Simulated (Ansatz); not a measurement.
An Ansatz (an electronic-structure program) input (Ansatz PBEsol, no spin-orbit coupling):

Ansatz 0.2 input:
```yaml
crystal:
  lattice:
    - [3.0632231677, 0, 0]
    - [-1.5316115838, 2.6528290807, 0]
    - [0, 0, 3.4998738158]
  atoms:
    - { symbol: Mg, position: [0, 0, 0] }
    - { symbol: B, position: [0.3333333333, 0.6666666667, 0.5] }
    - { symbol: B, position: [0.6666666667, 0.3333333333, 0.5] }
basis: { ecutwfc: 420, ecutrho_ratio: 4, xc_grid: 2, fft_grid_basis: typed }
kpoints: { mp_grid: { grid: [17, 17, 13] } }
hamiltonian:
  xc: pbesol
  dispersion: none
  pseudopotentials: { kind: paw }
scf: { occupations: { method: fermi_dirac, width: 0.05 }, convergence: { dr2_threshold: 0.0000000003 } }
output: { forces: true, stress: true }
```

### Question
Which symmetry and how many k-points will the program report, and about how many plane waves at Γ?

### Answer
Space group P6/mmm (ITA 191) with 24 operations, k-points 231 of 3757, and 563 plane waves at Γ.

No phonon test of stability was made. All final runs are without spin polarisation. The cell is MgB2 (space group P6/mmm, No. 191).
